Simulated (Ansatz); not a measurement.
A computed series for Co: pressure series

Base system: Co (space group Fd-3m, No. 227; ferromagnetic; a cell from a computed database, its experimental status unchecked).

Co is modelled in the cubic space group Fd-3m, origin choice 1 (No. 227), Pearson symbol cF24. Conventional cell: a = b = c = 6.4091 Å, α = β = γ = 90.00°. Co1 on 8a is coordinated by 16 Co at 2.657–2.775 Å. Co2 on 16d is surrounded by 6 Co at 2.266 Å and 6 Co at 2.657 Å. (Neighbours: up to the widest gap in distance over summed covalent radii, below 1.35, at either atom.)
(The calculation used a cell of 6 atoms; values per cell refer to that cell.)

Cell and atoms are relaxed at each pressure.

The values are results of Kohn–Sham DFT with the PBEsol functional, run in Ansatz (a first-principles code) with PAW and 420 eV plane waves, without spin-orbit coupling, not measurements.

```json
[
 {"change": "base", "volume per atom": "10.97 Å³", "largest site moment": "1.80 μB"},
 {"change": "pressure −2 GPa", "volume per atom": "11.07 Å³", "largest site moment": "1.81 μB"},
 {"change": "pressure −1 GPa", "volume per atom": "11.02 Å³", "largest site moment": "1.81 μB"},
 {"change": "pressure 0.3 GPa", "volume per atom": "10.95 Å³", "largest site moment": "1.80 μB"},
 {"change": "pressure 0.7 GPa", "volume per atom": "10.93 Å³", "largest site moment": "1.80 μB"},
 {"change": "pressure 1.5 GPa", "volume per atom": "10.89 Å³", "largest site moment": "1.79 μB"},
 {"change": "pressure 3 GPa", "volume per atom": "10.82 Å³", "largest site moment": "1.79 μB"},
 {"change": "pressure 5 GPa", "volume per atom": "10.73 Å³", "largest site moment": "1.78 μB"},
 {"change": "pressure 7.5 GPa", "volume per atom": "10.63 Å³", "largest site moment": "1.77 μB"},
 {"change": "pressure 10 GPa", "volume per atom": "10.52 Å³", "largest site moment": "1.77 μB"}
]
```

Other magnetic orders, which the real material may have, were not ruled out. Load acts through the strain it causes; cell and atoms are relaxed under it. No phonon test of stability was made. Competing high-pressure phases were not computed. This is not the structure that Co has at room temperature and ambient pressure.
